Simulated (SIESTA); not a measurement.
Band structure of NaF (Fm-3m, 2 atoms in the cell).

```yaml
crystal:
  lattice:
    - [0.00000, 2.26738, 2.26738]
    - [2.26738, 0.00000, 2.26738]
    - [2.26738, 2.26738, 0.00000]
  atoms:
    - { symbol: Na, position: [0.00000, 0.00000, 0.00000] }
    - { symbol: F, position: [0.50000, 0.50000, 0.50000] }
```

Level of theory: GGA PBE, numerical atomic orbitals DZP, PseudoDojo PBE standard norm-conserving potentials (rewritten from UPF to PSML) run with SIESTA.

Settings: XC.functional = GGA; XC.authors = PBE; potentials = PseudoDojo PBE standard; PAO.BasisSize = DZP; PAO.EnergyShift = 0.005 Ry; MeshCutoff = 400 Ry; kgrid.MonkhorstPack = 10 10 10; OccupationFunction = FD; ElectronicTemperature = 10 K; MaxSCFIterations = 150; SCF.Mixer.Method = Broyden; SCF.Mixer.Weight = 0.25; SCF.Mixer.History = 6; SCF.DM.Tolerance = 1.0E-04.

The starting cell comes from a database of computed structures (which also holds hypothetical and non-ambient phases and stackings), without a prior relaxation at this level. Its lattice was rescaled by a random factor within 2.5 % of one. Values carry the incompleteness of an atom-centred basis.

Problem. Predict the gap along the standard path and the places of the band edges.

Solution. The gap along the path is 6.57 eV, direct at Γ to within 0.01 eV.

Levels in eV from the top of the valence band on the path, bands 5 to 9:
```tsv
point	5	6	7	8	9
Γ	-19.20	0.00	0.00	0.00	6.57
X	-18.89	-1.40	-0.40	-0.40	13.75
W	-18.53	-0.95	-0.95	-0.64	14.35
K	-18.54	-1.16	-0.91	-0.39	13.85
L	-18.19	-1.76	-0.27	-0.27	11.28
U	-18.54	-1.16	-0.91	-0.39	13.85
```

Higher empty bands are left out: an atom-centred basis made for the valence describes them poorly.
